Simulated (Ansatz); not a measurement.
System: bcc Eu. Method: r²SCAN-D4 in Ansatz (PAW).

Run with plane-wave cutoff 560 eV, 18×18×18 k mesh, Fermi–Dirac smearing 0.05 eV, spin-polarised with parallel moments, scalar-relativistic PAW data made under PBE.

Cell (relaxed at this level):

```xyz
1
Lattice="-2.2149 2.2149 2.2149 2.2149 -2.2149 2.2149 2.2149 2.2149 -2.2149" Properties=species:S:1:pos:R:3 pbc="T T T"
Eu     0.0000     0.0000     0.0000
```
Starting moments (μB, in the order of the record's atoms Eu): 7.0.

Task: Estimate the bulk modulus, magnetic moment per atom (the cell's total over its atoms) and pressure derivative B′ of the bulk modulus that the calculation returns.

Result: 
* **bulk modulus**: 14.4 GPa
* **magnetic moment per atom (the cell's total over its atoms)**: 7.83 μB
* **pressure derivative B′ of the bulk modulus**: 3.1

Measured, for comparison: bulk modulus 10.9 ± 0.6 GPa (room temperature, not corrected to a static lattice, our sources range from 10.9 to 11.7; as tabulated in arXiv:1012.3782). Computed (rounded) less measured: bulk modulus +32 % (+23 % to +32 % over the range).

Note: the 4f shell is treated without U or exact exchange, so its levels and filling can be wrong; the collinear magnetic order is the start's and need not be the measured one.

Moments are spin moments.

Spin–orbit coupling is not included.

The computed numbers hold no vibrational or temperature effects.

Ansatz is a quantum-chemistry and plane-wave program.
